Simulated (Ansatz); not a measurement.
The starting structures come from a database of crystals and need not be the phases stable at ambient conditions.

Tunnelling through a barrier is set by its complex band structure: the current falls as exp(−2κd) with the smallest κ.

Data:

```xyz
10
Lattice="5.3790 0.0000 0.0000 0.0000 14.2947 0.0000 2.6895 4.7649 1.5528" Properties=species:S:1:pos:R:3 pbc="T T T"
Zn     0.0000     9.0706     0.0000
Zn     0.0000     5.2241     0.0000
Sn     0.0000    12.1511     0.0000
Sn     0.0000     2.1436     0.0000
O      6.2238    17.8418     1.3888
O      1.8447     1.2179     0.1640
O      3.7539     3.5470     0.0372
O      4.3146    15.5126     1.5156
O      3.4699     8.3119     0.1268
O      4.5987    10.7477     1.4260
```

Space group of this cell: R-3. The cell is taken as given; by PBEsol its mean pressure is -6.9 GPa.

Transport runs along the normal of the first two printed cell vectors, the (100) plane of the conventional cell.

No gap correction and no spin-orbit coupling; mid-gap values are interpolated between computed energies.

**Question.** State the band gap and the smallest decay constant κ at mid-gap according to Ansatz (an electronic-structure program) with PBEsol.

**Answer.** Gap 1.20 eV on a 20×20×20 mesh; κ = 0.139 1/Å, at the zone centre.
